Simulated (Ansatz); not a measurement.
**Si under a change: strain tensor (xx, yy, zz, yz, xz, xy) = (−0.56, −0.87, +0.88, +0.10, −1.10, −0.19) %**

Consider Si (space group Ia-3, No. 206; a = 6.602 Å). Axes: x, y, z lie along the cube axes.

The change: strain tensor (xx, yy, zz, yz, xz, xy) = (−0.56, −0.87, +0.88, +0.10, −1.10, −0.19) %; the atoms relax in the strained cell.

Computed with PBEsol/PAW in Ansatz (a first-principles code), no spin-orbit coupling. Γ-centred 10×10×10 mesh, Fermi–Dirac width 0.05 eV.

| quantity | base | changed | shift |
|---|---|---|---|
| volume per atom | 17.98 Å³ | 17.88 Å³ | -0.10 Å³ |
| space group | Ia-3 (No. 206) | P-1 (No. 2) | – |
| shortest interatomic distance | 2.340 Å | 2.339 Å | -0.0004 Å |
| energy relative to the base (free energy F) | 0 meV/atom | +3.1 meV/atom | +3.1 meV/atom |
| pressure (mean of the normal stresses, compression positive) | 0.0 GPa | 0.5 GPa | +0.5 GPa |
| band gap | zero | zero | – |
| largest internal atomic displacement | – | 0.021 Å | – |
| stress (xx, yy, zz, yz, xz, xy; compression positive) (rough) | – | (1.0, 1.3, -0.8, -0.1, 1.3, 0.2) GPa | – |

Final structure:

```xyz
8
Lattice="-3.3249 3.2815 3.3693 3.2523 -3.2752 3.2904 3.3124 3.2627 -3.3630" Properties=species:S:1:pos:R:3 pbc="T T T"
Si     0.6806     0.6636     0.6816
Si    -0.6745     2.6008     0.6891
Si     0.6332    -0.6668     2.6434
Si     2.6014     0.6549    -0.7199
Si     2.5592     2.6053     2.6151
Si     0.6620     3.9434    -0.6829
Si    -0.7058     0.6730     4.0163
Si     3.9632    -0.6674     0.6473
```

Without a gap, meshes like the base's 10×10×10 leave anisotropic stresses uncertain by several tenths of a GPa, and small strain energies with them. Stability against distortions was not tested. This is not the structure that Si has at room temperature and ambient pressure. A zero or small gap of Si can be the functional's error rather than a property of the material.
